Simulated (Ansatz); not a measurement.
A calculation on HgS (P3₂21, No. 154, 6 atoms in the cell; start COD 9012082) returned lattice constant a 4.140 Å, lattice parameter c 9.409 Å, cohesive energy 2.15 eV/atom.

Which level of theory produced these numbers?
(A) LDA (Ansatz, a first-principles code)
(B) PBE (Ansatz)
(C) PBE-D3(BJ) (Ansatz)
(D) PBEsol (Ansatz)

D, PBEsol (Ansatz)

The others give: PBE-D3(BJ) 4.164 Å, 9.506 Å, 2.09 eV/atom; PBE 4.460 Å, 9.749 Å, 1.77 eV/atom; LDA 4.037 Å, 9.284 Å, 2.60 eV/atom.

Unless a cell is named, each level is at its own relaxed cell (LDA 21.84, PBE 27.99, PBE-D3(BJ) 23.78, PBEsol 23.28 Å³/atom).

Caveats: the relaxation could not lower the start's symmetry, so the cell can be a saddle point above a distorted one (PBE-D3(BJ), PBE, LDA, PBEsol). Ansatz's density-functional and Hartree–Fock values are scalar-relativistic unless marked +SOC, with PAW data made under PBE.
